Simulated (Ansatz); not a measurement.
Defect migration in wurtzite AlN: Ga-vacancy pair (Ga on one host Al site, one Al site vacant), charge state -3. The step: a nearby Al atom hops onto the vacant site (Ga-vacancy distance between ideal sites 3.09 → 4.40 Å); the atom moves 3.04 Å along (0.00, -0.97, 0.00) of the unit cell; the moving atom starts with neighbours N at 1.80, N at 1.90, N at 1.92, N at 1.94 Å and ends with N at 1.80, 2 N at 1.91, N at 1.94 Å. A PBE band in Ansatz (plane-wave PAW, the Γ point alone, 72 host sites, 56 SCF runs with any check of the saddle's order, static, no finite-size correction) gives a forward barrier of 2.37 eV. The program found a first-order saddle point. The charge state is imposed; whether it is stable for some Fermi level was not computed. Forms of the defect that were not tried may lie lower. The start lies 0.036 eV above the lowest site run (PBE).

Single points at the band's start and saddle point can refine it. Rough cost of one point, in units of the band's mean SCF on the same machine:

| Level | Cost of one point |
|---|---|
| PBE, a 2×2×2 k-point mesh shifted by half a step along c | about 6 |
| r2SCAN at 500 eV, the Γ point alone | about 4 |

Which of these move the barrier by more than 0.1 eV, and how far does each move it?

PBE, a 2×2×2 k-point mesh shifted by half a step along c: -0.17 eV; r2SCAN at 500 eV, the Γ point alone: +0.26 eV. Each functional is compared with PBE at the same k-points.

Ansatz is a first-principles code.
